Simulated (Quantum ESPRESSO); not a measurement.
Several settings converged on IrRh₃ (I4mm, 4 atoms in the cell)

```
IrRh3
1.0
   -1.91250     1.91250     3.83094
    1.91250    -1.91250     3.83094
    1.91250     1.91250    -3.83094
Ir Rh
1 3
Direct
  0.00653   0.00653   0.00000
  0.75000   0.25000   0.50000
  0.25000   0.75000   0.50000
  0.50000   0.50000   0.00000
```

Base method: LDA (PZ), GBRV 1.5 ultrasoft (LDA) pseudopotentials (plane waves; Quantum ESPRESSO).

Base settings: ecutwfc = 40 Ry; ecutrho = 320 Ry; occupations = smearing; smearing = fd; degauss = 0.0073499 Ry; potentials = {Ir: ir_lda_v1.2.uspp.F.UPF, Rh: rh_lda_v1.4.uspp.F.UPF}; K_POINTS = automatic 4 4 4 0 0 0; conv_thr = 1e-11 Ry; mixing_beta = 0.4.

The count of work is k-points × plane waves × bands × iterations; it is no time. Core times come from one kind of shared machine, to one figure; runs under 30 s give none.

**The plane-wave cutoff**

Moved along: ecutrho.

The mesh stays at the base's, so the ladder's end is converged at best in this setting alone.

Only quantities that move along the ladder and can be compared are tabulated.

```csv
ecutwfc,free energy less the last step's (meV/atom),pressure (GPa),largest difference of a force vector from the last step's (eV/Å),count of work / last,core time / last (rough)
14 Ry,77594.25,-1976.55,1.837,0.070,–
18 Ry,27764.23,-1023.13,1.078,0.083,–
22 Ry,9488.67,-473.47,0.130,0.10,–
28 Ry,1589.63,-121.73,0.042,0.17,0.2
36 Ry,92.21,-21.39,0.002,0.23,0.2
40 Ry,24.44,-13.77,0.003,0.27,0.3
96 Ry,0.00,-12.04,0.000,1.0,1
```

Coarsest ecutwfc that holds the pressure within 1 GPa: not settled: the last two steps still differ by 1.7 GPa, over half the tolerance, so the ladder does not show it.

Coarsest ecutwfc that holds the forces within 0.01 eV/Å of the last step, with all finer ones: 36 Ry, at 0.23 of the last step's count of work and about 0.2 of the last step's time; the step before is off by 0.042 eV/Å.

Coarsest ecutwfc that holds the free energy within 5 meV/atom: not settled: the last two steps still differ by 24 meV/atom, over half the tolerance, so the ladder does not show it.

At the lowest cutoff the pressure lies 1960 GPa under the last step's, the usual sign of Pulay stress in an incomplete plane-wave basis.

**The cutoff for other potential files**

Level: DFT, LDA (PW92), plane waves, PseudoDojo standard norm-conserving (LDA) pseudopotentials.

In this ladder: ecutrho = default; pseudopotentials = {Ir: Ir.upf, Rh: Rh.upf}.

The mesh stays at the base's, so the ladder's end is converged at best in this setting alone.

Only quantities that move along the ladder and can be compared are tabulated.

```csv
ecutwfc,free energy less the last step's (meV/atom),pressure (GPa),largest difference of a force vector from the last step's (eV/Å),count of work / last,core time / last (rough)
40 Ry,4887.68,-190.68,0.009,0.098,–
50 Ry,1384.24,-83.54,0.007,0.14,–
63 Ry,194.08,-28.15,0.002,0.19,0.10
90 Ry,0.81,-12.58,0.000,0.35,0.2
180 Ry,0.00,-12.53,0.000,1.0,1
```

Coarsest ecutwfc that holds the forces within 0.005 eV/Å of the last step, with all finer ones: 63 Ry, at 0.19 of the last step's count of work and about 0.10 of the last step's time; the step before is off by 0.007 eV/Å.

Coarsest ecutwfc that holds the free energy within 2 meV/atom of the last step, with all finer ones: 90 Ry, at 0.35 of the last step's count of work and about 0.2 of the last step's time; the step before is off by 190 meV/atom.

Coarsest ecutwfc that holds the pressure within 0.2 GPa of the last step, with all finer ones: 90 Ry, at 0.35 of the last step's count of work and about 0.2 of the last step's time; the step before is off by 16 GPa.

At the lowest cutoff the pressure lies 178 GPa under the last step's, the usual sign of Pulay stress in an incomplete plane-wave basis.

On the base run: the starting cell comes from a database of computed structures (which also holds hypothetical and non-ambient phases and stackings), without a prior relaxation at this level. Its lattice was rescaled by up to half a per cent. One atom was moved a little off its site on purpose. Spin polarisation is off. In the base run, with a pressure of about -14 GPa the cell is away from its equilibrium volume at this level. Without a gap this mesh is coarse (it stands for a supercell whose shortest vector is 15 Å).
